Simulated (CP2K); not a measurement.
Band structure of LaGe2Ir2 (P4/nmm, 10 atoms in the cell).

```
La(GeIr)2
1.0
    4.29761     0.00000     0.00000
    0.00000     4.29761     0.00000
    0.00000     0.00000    10.13573
La Ge Ir
2 4 4
Direct
  0.00000   0.50000   0.25650
  0.50000   0.00000   0.74350
  0.00000   0.00000   0.50000
  0.50000   0.50000   0.50000
  0.00000   0.50000   0.87032
  0.50000   0.00000   0.12968
  0.00000   0.00000   0.00000
  0.50000   0.50000   0.00000
  0.00000   0.50000   0.62689
  0.50000   0.00000   0.37311
```

Method of the run: PBEsol, GPW, DZVP-MOLOPT-SR-GTH basis, GTH-PBE potentials (GTH_POTENTIALS) (CP2K).

Settings: CUTOFF = 500 Ry; REL_CUTOFF = 60 Ry; SMEAR/METHOD = MARZARI_VANDERBILT; SIGMA = 0.1 eV; KPOINTS/SCHEME = MONKHORST-PACK 4 4 2; GAMMA_CENTERED = T; XC_FUNCTIONAL = PBE:PBESOL; La/BASIS_SET = DZVP-MOLOPT-SR-GTH; La/POTENTIAL = GTH-PBE-q11; Ge/BASIS_SET = DZVP-MOLOPT-SR-GTH; Ge/POTENTIAL = GTH-PBE-q4; Ir/BASIS_SET = DZVP-MOLOPT-SR-GTH; Ir/POTENTIAL = GTH-PBE-q17; METHOD = GPW.

The starting cell comes from a database of computed structures (which also holds hypothetical and non-ambient phases and stackings), without a prior relaxation at this level. Spin-orbit coupling is off. Spin polarisation is off. Values carry the incompleteness of an atom-centred basis. The potentials were made for another functional than the one used.

Levels in eV from the Fermi level, bands 49 to 54:
| point | 49 | 50 | 51 | 52 | 53 | 54 |
|---|---|---|---|---|---|---|
| Γ | -0.78 | -0.78 | 0.08 | 0.08 | 0.23 | 0.86 |
| X | -2.02 | -2.02 | -0.35 | -0.35 | 0.00 | 0.00 |
| M | -1.63 | -1.63 | -1.50 | -1.50 | -1.18 | -1.18 |
| Z | -0.90 | -0.47 | -0.16 | -0.16 | 0.03 | 0.23 |
| R | -1.88 | -1.88 | -0.74 | -0.74 | 0.03 | 0.03 |
| A | -1.68 | -1.68 | -1.50 | -1.50 | -1.10 | -1.10 |

Bands cross the Fermi level along this path, so the cell is metallic at this level.

Higher empty bands are left out: an atom-centred basis made for the valence describes them poorly.
